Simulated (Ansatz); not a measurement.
This Ansatz (a quantum-chemistry and plane-wave program) input is the reference run, MgS in the rock salt structure (space group Fm-3m, No. 225), computed with plane-wave PAW DFT at the LDA level (Ansatz, 420 eV), no spin-orbit coupling:

Ansatz 0.2 input:
```yaml
crystal:
  lattice:
    - [0, 2.5646156814, 2.5646156814]
    - [2.5646156814, 0, 2.5646156814]
    - [2.5646156814, 2.5646156814, 0]
  atoms:
    - { symbol: Mg, position: [0, 0, 0] }
    - { symbol: S, position: [0.5, 0.5, 0.5] }
basis: { ecutwfc: 420, ecutrho_ratio: 4, xc_grid: 2, fft_grid_basis: typed }
kpoints: { mp_grid: { grid: [11, 11, 11] } }
hamiltonian:
  xc: lda
  dispersion: none
  pseudopotentials: { kind: paw }
scf: { occupations: { method: fermi_dirac, width: 0.05 }, convergence: { dr2_threshold: 0.0000000002 } }
output: { forces: true, stress: true }
checkpoint: { write: state.ck, write_every: 1000 }
```

### Question
Write the input for this change: a pure shear with ε_xy = ε_yx = 0.0171, atoms relaxed at fixed cell.

### Answer
Ansatz 0.2 input:
```yaml
crystal:
  lattice:
    - [0.0438549282, 2.5646156814, 2.5646156814]
    - [2.5646156814, 0.0438549282, 2.5646156814]
    - [2.6084706096, 2.6084706096, 0]
  atoms:
    - { symbol: Mg, position: [0, 0, 0] }
    - { symbol: S, position: [0.5, 0.5, 0.5] }
basis: { ecutwfc: 420, ecutrho_ratio: 4, xc_grid: 2, fft_grid_basis: typed }
kpoints: { mp_grid: { grid: [11, 11, 11] } }
hamiltonian:
  xc: lda
  dispersion: none
  pseudopotentials: { kind: paw }
scf: { occupations: { method: fermi_dirac, width: 0.05 }, convergence: { dr2_threshold: 0.0000000002 } }
relax: { f_tol: 0.005, max_steps: 50 }
output: { forces: true, stress: true }
checkpoint: { write: state.ck, write_every: 1000 }
```
This is the input that was run.

The cells carry an imposed strain or load. Whether these cells are dynamically stable was not tested.
